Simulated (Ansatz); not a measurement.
Level of theory: PBE (plane waves to 420 eV, PAW; Ansatz, an electronic-structure program).

Plane-averaged electrostatic potential energy along the normal, in eV from the Fermi level, for a constructed model of the (111) surface of fcc Au, a layer of Zn in place of the second plane (bottom of the slab: a bare face, its two planes held):

```tsv
z (Å)	V (eV)
3.79	5.13
4.08	5.13
4.38	5.13
4.67	5.12
4.96	5.12
5.25	5.11
5.54	5.08
5.83	5.01
6.12	4.87
6.42	4.54
6.71	3.79
7.00	2.02
7.29	-2.82
7.58	-10.25
7.88	-15.06
8.17	-15.91
8.46	-12.90
8.75	-6.34
9.04	-0.32
9.33	0.87
9.62	-2.09
9.92	-9.12
10.21	-14.64
10.50	-16.31
10.79	-14.20
11.08	-8.30
11.38	-1.52
11.67	0.78
11.96	-1.09
12.25	-7.62
12.54	-13.85
12.83	-16.36
13.12	-15.08
13.42	-9.92
13.71	-2.77
14.00	0.72
14.29	0.12
14.58	-4.97
14.88	-12.10
15.17	-16.13
15.46	-16.32
15.75	-12.75
16.04	-6.06
16.33	-1.24
16.62	-2.10
16.92	-6.65
17.21	-10.66
17.50	-11.73
17.79	-9.20
18.08	-4.57
18.38	-0.92
18.67	-2.36
18.96	-8.67
19.25	-14.40
19.54	-16.43
19.83	-14.71
20.12	-9.08
20.42	-1.74
20.71	2.14
21.00	3.62
21.29	4.27
21.58	4.55
21.88	4.69
22.17	4.75
22.46	4.77
22.75	4.79
23.04	4.79
23.33	4.80
23.62	4.80
23.92	4.80
```

Slab: 6 atoms, 11.8 Å thick at the start; k 15x15x1, smearing 0.1 eV, dipole-corrected; 2 atoms held, the rest relaxed; held to the start's symmetry, so lower structures may exist; no spin, no spin-orbit, no U. It is one candidate, not shown to be the stable structure of the face.

### Question
The surface cell has an area of 7.48 Å². What dipole along the normal does the step between the two vacuum levels imply?

### Answer
the top vacuum level lies 0.33 eV below the bottom one; p = −ε₀ A ΔV (ε₀ = 0.005526 e/(V·Å)) gives 0.01 e·Å a cell.
